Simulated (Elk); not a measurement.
Band structure of CdAu (P-6m2, 2 atoms in the cell).

```
CELL_PARAMETERS angstrom
      3.09033     0.00000     0.00000
     -1.54516     2.67630     0.00000
      0.00000     0.00000     4.60128
ATOMIC_POSITIONS crystal
  Cd 0.00000 0.00000 0.00000
  Au 0.33333 0.66667 0.50000
```

Level of theory: PBEsol, all-electron FP-LAPW, Elk's shipped species files, APW+lo basis with extra local orbitals (Elk).

Settings: xctype = 22; rgkmax = 8; stype = 3; swidth = 0.00367493 Ha; ngridk = 8 8 5; gmaxvr = 18 1/bohr; lmaxapw = 10; lmaxo = 8; nxlo = 2; lorbcnd = true; lradstp = 2; nrmtscf = 2; rmtscf = 0.96; lmaxi = 4.

The starting cell comes from a database of computed structures (which also holds hypothetical and non-ambient phases and stackings), without a prior relaxation at this level. Spin-orbit coupling is off. Values depend on the basis (sphere radii, cutoffs, local orbitals), which need not be converged.

Levels in eV from the Fermi level, bands 22 to 29:
```csv
point,22,23,24,25,26,27,28,29
Γ,-4.29,-3.35,-3.35,-1.14,1.98,13.01,13.63,13.63
M,-3.46,-2.48,-2.25,-0.44,5.06,5.37,6.39,7.20
K,-4.26,-3.99,-0.10,0.47,0.87,7.57,7.61,7.69
A,-4.18,-4.18,-3.39,-3.39,10.12,11.06,13.20,13.30
L,-3.63,-2.48,-1.47,-0.45,1.50,1.91,10.11,10.82
H,-4.16,-3.56,0.86,1.74,2.87,3.00,3.09,4.34
```

Bands cross the Fermi level along this path, so the cell is metallic at this level.
